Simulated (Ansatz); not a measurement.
## HfS2, response to strain

Base system: HfS₂ in the CdI2 type structure (space group P-3m1, No. 164; a = 3.6057 Å, c = 5.7676 Å; layered, stacked along the Cartesian z axis).

Strains are applied to the cell and any free atomic positions relax.

The values are results of Kohn–Sham DFT with the PBE-D3(BJ) functional, run in Ansatz (a program for electronic structure) with PAW and 420 eV plane waves, no SOC, not measurements.

Notes on the quantities. pressure: mean of the normal stresses, compression positive.

| isotropic strain (%) | pressure (GPa) |
|---|---|
| -3 | 5.1 |
| -2 | 3.2 |
| -1.5 | ? |
| -1 | 1.5 |
| -0.5 | 0.7 |
| 0 | 0.0 |
| 1.5 | -1.9 |
| 2 | -2.4 |
| 2.5 | -2.9 |

**Question.** Fit P = P₀ − Bδ + Cδ² with δ = (1 + ε)³ − 1 to the rows shown and predict the withheld row.

**Answer.** Least squares on the printed values gives P₀ = 0.0 GPa, B = 47.2 GPa (at held cell shape), C = 129 GPa (largest residual 0.0 GPa); this predicts 2.3 GPa, and the run gives 2.3 GPa, in agreement.

Stability against distortions was not tested.
